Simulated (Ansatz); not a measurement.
BeTe: response to strain

The reference is BeTe in the zinc blende structure (space group F-43m, No. 216; a = 5.554 Å). Axes: x, y, z lie along the cube axes.

Strains are applied to the cell and any free atomic positions relax.

All numbers come from Ansatz (a program for electronic structure) LDA, without spin-orbit coupling.

Notes on the quantities. pressure: mean of the normal stresses, compression positive.

```json
[
 {"variant": "base", "band gap": "1.79 eV", "pressure": "0.01 GPa", "smallest direct gap": "3.59 eV", "volume per atom": "21.42 Å³"},
 {"variant": "tensor shear ε_xy = +0.86 %", "band gap": "?", "pressure": "0.02 GPa", "smallest direct gap": "3.43 eV", "volume per atom": "21.42 Å³"},
 {"variant": "tensor shear ε_xy = +1.14 %", "band gap": "1.66 eV", "pressure": "0.02 GPa", "smallest direct gap": "3.38 eV", "volume per atom": "21.42 Å³"},
 {"variant": "tensor shear ε_xy = +0.29 %", "band gap": "1.76 eV", "pressure": "0.01 GPa", "smallest direct gap": "3.53 eV", "volume per atom": "21.42 Å³"},
 {"variant": "tensor shear ε_xy = +2.00 %", "band gap": "1.52 eV", "pressure": "0.06 GPa", "smallest direct gap": "3.22 eV", "volume per atom": "21.41 Å³"},
 {"variant": "tensor shear ε_xy = +1.43 %", "band gap": "1.62 eV", "pressure": "0.03 GPa", "smallest direct gap": "?", "volume per atom": "21.41 Å³"},
 {"variant": "tensor shear ε_xy = +1.71 %", "band gap": "?", "pressure": "0.05 GPa", "smallest direct gap": "3.27 eV", "volume per atom": "21.41 Å³"},
 {"variant": "tensor shear ε_xy = +0.57 %", "band gap": "1.73 eV", "pressure": "0.01 GPa", "smallest direct gap": "?", "volume per atom": "21.42 Å³"}
]
```

What belongs in the blanks?


- tensor shear ε_xy = +0.86 %, band gap: 1.70 eV
- tensor shear ε_xy = +1.43 %, smallest direct gap: 3.32 eV
- tensor shear ε_xy = +1.71 %, band gap: 1.57 eV
- tensor shear ε_xy = +0.57 %, smallest direct gap: 3.48 eV

Spin-orbit coupling, missing from the scalar runs, can matter with Te. No phonon test of stability was made.
